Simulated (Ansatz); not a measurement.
Take WC (space group P-6m2, No. 187; a = 2.884 Å, c = 2.812 Å; relaxed with 0.1 eV smearing) as the base. Axes: x lies along a and z along c of the hexagonal cell.

All numbers come from LDA (Ansatz, a first-principles code), no SOC.

The change: the cell is stretched by 1.00 % along z with no lateral relaxation, atoms relaxed at fixed cell.

### Question
Predict the stress tensor and what it implies for the stiffness.

### Answer
Stress of the strained cell less that of the base (GPa, compression positive):
```
   -1.9     0.0     0.0
    0.0    -1.9     0.0
    0.0     0.0    -9.9
```

Then −Δσ_ii/ε with ε = 0.0100 gives relaxed-ion elastic constants: C33 ≈ 987 GPa, C13 ≈ 189 GPa and C23 ≈ 189 GPa.

No phonon test of stability was made. The final runs are not spin-polarised.
